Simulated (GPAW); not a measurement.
## How far to go with the plane-wave cutoff: TiCo (P4mm, 2 atoms in the cell)

```xyz
2
Lattice="2.9810 0.0000 0.0000 0.0000 2.9810 0.0000 0.0000 0.0000 2.9810" Properties=species:S:1:pos:R:3 pbc="T T T"
Ti     0.0000     0.0000     0.0500
Co     1.4905     1.4905     1.4905
```

Computed with LDA (Perdew-Wang 92), GPAW PAW datasets LDA (gpaw-data 1.0.1) (plane waves; GPAW 25.7.0).

Base settings: mode = pw; ecut = 850 eV; xc = LDA; kpts = 4 4 4; mesh shift (steps) = 0 0 0; occupations.name = fermi-dirac; occupations.width = 0.1 eV; nbands = -10; convergence.density = 1e-05 e/electron; convergence.energy = 1e-05 eV/electron.

The second cell is the first with its lattice scaled by 0.98.

The mesh stays at the base's, so the ladder's end is converged at best in this setting alone.

Only quantities that move along the ladder and can be compared are tabulated.

The count of work is k-points × plane waves × bands × iterations; it is no time. Core times come from one kind of shared machine, to one figure; runs under 30 s give none.

The starting cell has typed, rounded lattice constants, without a prior relaxation at this level. Its lattice was rescaled by up to half a per cent. One atom was moved a little off its site on purpose. Spin polarisation is off. In the base run, with a pressure of about -14 GPa the cell is away from its equilibrium volume at this level. Without a gap this mesh is coarse (it stands for a supercell whose shortest vector is 12 Å).

| ecut | free energy less the last step's (meV/atom) | energy of the compressed cell less the first (meV/atom) | pressure (GPa) | largest difference of a force vector from the last step's (eV/Å) | count of work / last | core time / last (rough) |
|---|---|---|---|---|---|---|
| 300 eV | 354.64 | -44.93 | -18.21 | 0.017 | 0.046 | – |
| 340 eV | 293.33 | -41.74 | -17.16 | 0.002 | 0.053 | – |
| 380 eV | 234.73 | -41.17 | -18.15 | 0.002 | 0.075 | – |
| 425 eV | 162.90 | -38.73 | -18.40 | 0.011 | 0.075 | – |
| 470 eV | 104.91 | -43.23 | -17.56 | 0.009 | 0.093 | – |
| 510 eV | 69.84 | -42.54 | -16.55 | 0.001 | 0.10 | – |
| 595 eV | 29.98 | -40.83 | -14.70 | 0.000 | 0.15 | – |
| 680 eV | 16.44 | -40.94 | -14.07 | 0.001 | 0.15 | – |
| 765 eV | 9.35 | -41.14 | -13.92 | 0.001 | 0.24 | – |
| 850 eV | 4.60 | -40.94 | -13.79 | 0.002 | 0.23 | – |
| 935 eV | 1.78 | -40.88 | -13.65 | 0.002 | 0.35 | 0.6 |
| 1020 eV | 0.58 | -40.94 | -13.55 | 0.001 | 0.34 | – |
| 1150 eV | 0.07 | -40.91 | -13.49 | 0.001 | 0.42 | 0.6 |
| 1275 eV | 0.01 | -40.91 | -13.47 | 0.001 | 0.52 | 0.6 |
| 1490 eV | 0.00 | -40.91 | -13.48 | 0.001 | 0.60 | 1 |
| 1700 eV | 0.00 | -40.91 | -13.48 | 0.001 | 0.82 | 0.8 |
| 2040 eV | 0.00 | -40.91 | -13.48 | 0.000 | 1.0 | 1 |

Coarsest ecut that holds the forces within 0.005 eV/Å of the last step, with all finer ones: 510 eV, at 0.10 of the last step's count of work; the step before is off by 0.009 eV/Å.

Coarsest ecut that holds the free energy within 2 meV/atom of the last step, with all finer ones: 935 eV, at 0.35 of the last step's count of work; the step before is off by 4.6 meV/atom.

Coarsest ecut that holds the energy of the compressed cell less the first within 2 meV/atom of the last step, with all finer ones: 510 eV, at 0.10 of the last step's count of work; the step before is off by 2.3 meV/atom.

The energy difference between the two cells stays within 1 meV/atom of the last step's from 595 eV on, the total only from 1020 eV on: much of the error is common to both cells and cancels.

At the lowest cutoff the pressure lies 4.7 GPa under the last step's, the usual sign of Pulay stress in an incomplete plane-wave basis.
